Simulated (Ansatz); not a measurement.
Cu: energy against strain

Cu (fcc, Fm-3m, 11.315 Å³/atom and stress up to 0.01 GPa in the relaxed cell) under an equal strain ε in the (111) plane with the normal axis free, as in a coherent film. PBEsol in Ansatz, a plane-wave DFT program (PAW, default set), 420 eV, 32×32×32 Γ-centred mesh, Fermi-Dirac smearing 0.10 eV.

Here s stands for strain and y for E less E0.

```csv
strain (%),E less E0 (meV/atom)
-2.50,?
-1.25,3.77
-0.83,1.62
-0.42,0.40
0.00,0.00
0.42,0.43
0.83,1.59
1.25,3.50
```

Taking a parabola for y over the 7 complete rows: Least squares gives y = 0.003 - 0.0720·s + 2.3245·s². Residuals (row less fit): 0.045, -0.044, -0.043, -0.003, 0.047, 0.045, -0.045; standard error 0.055 (degrees of freedom: 4). The quadratic coefficient over the volume, 2.3245 meV × 10⁴ × 0.1602 / 11.315 Å³, is the biaxial elastic modulus of this plane = about 330 GPa.

Problem. What does the fit predict for y at s = -2.50, and how far is the calculated value from it?

Solution. y = 0.003 - 0.0720 × (-2.50) + 2.3245 × (-2.50)² = 14.711 meV/atom. The calculation gives 16.00 meV/atom, 1.289 meV/atom above the prediction (8.1 % of the range of y in the table). The row lies outside the fitted rows, so this is an extrapolation. From the scatter of the fitted rows alone, a prediction at this place has a standard error of 0.211 meV/atom, so the miss is 6.1 times that.

A polynomial of degree 3 through the 12 other runs of the series gives 15.99 there, so most of the miss is curvature that the fit leaves out. In a metal these values are sensitive to mesh and smearing; energies are taken to zero smearing, stresses follow the free energy. Rows are the converged runs of the series near zero and its far end; series whose fitted rows scatter by over a few per cent of the range, as at a crossing or softening among them, aren't shown in this form, nor equations of state whose B0' disagrees with the runs' pressures. Most that stay on the fit to the last digits aren't either.
